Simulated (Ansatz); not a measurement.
For Sc3SnC (Pm-3m), PBEsol, DFPT electron-phonon coupling, linearised Boltzmann equation (Ansatz, an electronic-structure program) gives a transport coupling λ_tr = 0.201 and a Drude plasma energy ħω_p = 3.00 eV.

Problem. Estimate the resistivity at 300 K from the high-temperature formula ρ = 2π λ_tr k_B T / (ħ ε₀ ω_p²), and say how the full Boltzmann solution compares.

Solution. The scattering rate is 1/τ = 2π λ_tr k_B T/ħ = 4.96e13 s⁻¹ and ω_p = 4.56e15 s⁻¹, so ρ ≈ 27.0 μΩ·cm. The Boltzmann solution gives 23.3 μΩ·cm, 0.86 times the estimate; it lies lower because k_BT is not large against the phonon energies and the solution lets the distribution adjust.

A metal at this level (no band gap). Only scattering by harmonic phonons is included (no impurities, grain boundaries, electron-electron scattering or thermal expansion). Spin-orbit coupling is left out. Halving the electron mesh (20x20x20) moves the resistivity by up to 1 % at 300 K, the coupling by up to 3 %. Smearing 0.20 eV; phonons on a 3x3x3 q mesh, which this run doesn't test.

Computed structure, not matched to a measured one here, so possibly hypothetical: Sc3SnC (Pm-3m).
